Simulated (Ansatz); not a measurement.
## C: element substitutions

Take C in the diamond structure (space group Fd-3m, No. 227; a = 3.560 Å) as the base.

Each row replaces one element on all its sites; cell and atoms are relaxed.

The values are results of r2SCAN (Ansatz, a quantum-chemistry and plane-wave program), without spin-orbit coupling, not measurements.

```json
[
 {"case": "base", "shortest interatomic distance": "1.542 Å", "band gap": "4.36 eV"},
 {"case": "C → Sn", "shortest interatomic distance": "2.843 Å", "band gap": "zero"},
 {"case": "C → H", "shortest interatomic distance": "1.296 Å", "band gap": "zero"},
 {"case": "C → Ge", "shortest interatomic distance": "2.457 Å", "band gap": "0.36 eV"}
]
```

No phonon test of stability was made. As relaxed here, H is a hypothetical phase, not in the database extracts checked.
